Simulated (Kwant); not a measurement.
Model system: In0.53Ga0.47As/In0.52Al0.48As stack with 1 barrier. One parabolic valley. Leads of mass 0.041 mₑ with the band edge at 0; grid 0.1 nm; bias swept from 0.0208 to 0.44254 V, dropping linearly over the stack. Emitter Fermi level 0.03 eV, 77 K, equal in the collector.

```
layer  thickness (nm)  band offset (eV)  mass (mₑ)
-----  --------------  ----------------  ---------
1                 2.3              0.52      0.075
```

Constants are typed, rounded textbook-type inputs, not results; the design itself was drawn at random and stands for no fabricated device.

Model: one-band effective-mass tight-binding model in one dimension, coherent, no space charge, current by the Tsu-Esaki formula (Kwant).

Sweep values stay those of the base run.

Base results: J (A/cm²) at bias = 0.1262 V 7130; J (A/cm²) at bias = 0.4425 V 14300; J (A/cm²) at bias = 0.3371 V 11900; J (A/cm²) at bias = 0.2317 V 9540.

Task: What follows from this one change: mass in the first barrier 0.075 → 0.06 mₑ?

Result: J at bias = 0.1262 V 7130 → 9870 A/cm²; J at bias = 0.4425 V 14300 → 19900 A/cm²; J at bias = 0.3371 V 11900 → 16600 A/cm²; J at bias = 0.2317 V 9540 → 13400 A/cm².

Task: What follows from this one change: Fermi level in the emitter 0.03 → 0.045 eV?

Result: J at bias = 0.1262 V 7130 → 17400 A/cm²; J at bias = 0.4425 V 14300 → 34600 A/cm²; J at bias = 0.3371 V 11900 → 28600 A/cm²; J at bias = 0.2317 V 9540 → 23100 A/cm².
